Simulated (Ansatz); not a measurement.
We consider CsCl-type CoGa, described by B3LYP (VWN-RPA form) in Ansatz (plane waves, PAW).

Run with plane-wave cutoff 460 eV, 10×10×10 k mesh, Fermi–Dirac smearing 0.05 eV, no spin polarisation, scalar-relativistic PAW data made under PBE.

Cell (relaxed at this level):

```xyz
2
Lattice="2.8771 0.0000 0.0000 0.0000 2.8771 0.0000 0.0000 0.0000 2.8771" Properties=species:S:1:pos:R:3 pbc="T T T"
Ga     1.4386     1.4386     1.4386
Co     0.0000     0.0000     0.0000
```

Task: Give the computed bulk modulus B0 and pressure derivative B′ of the bulk modulus.

Result: 
- bulk modulus B0 = 180 GPa
- pressure derivative B′ of the bulk modulus = 4.9

Note: the run has no spin polarisation, so it can have missed a magnetic state.

The computed numbers hold no vibrational or temperature effects.

Ansatz is a first-principles code.
